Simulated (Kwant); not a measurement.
Model system: wire with one Gaussian impurity in a Si two-dimensional gas. Effective mass 0.19 mₑ, grid spacing 5 nm, hard walls, nominal width 150 nm (29 grid rows, so walls 150 nm apart), one parabolic valley, scattering region 450 nm long along x; energies count from the band bottom; Fermi energy swept from 7.0368e-05 to 0.0014953 eV. Impurity U exp(−r²/2σ²), U = -0.0026 eV, σ = 7.2 nm, 30 nm off the axis.

The device is made up for the run: typed textbook-type constants, with dimensions and the other settings drawn at random.

Kwant, effective-mass tight-binding model on a square grid, one spin, coherent transport at 0 K. Conductance is in e²/h.

**Question.** How many channels do the leads carry at E = 0.442, 0.609, 1.05 meV?

**Answer.** The hard-wall thresholds are n² ħ²π²/(2mW²) = n² × 0.0880 meV with W = 150 nm. √(0.442/0.0880) = 2.24, so 2. √(0.609/0.0880) = 2.63, so 2. √(1.05/0.0880) = 3.46, so 3.
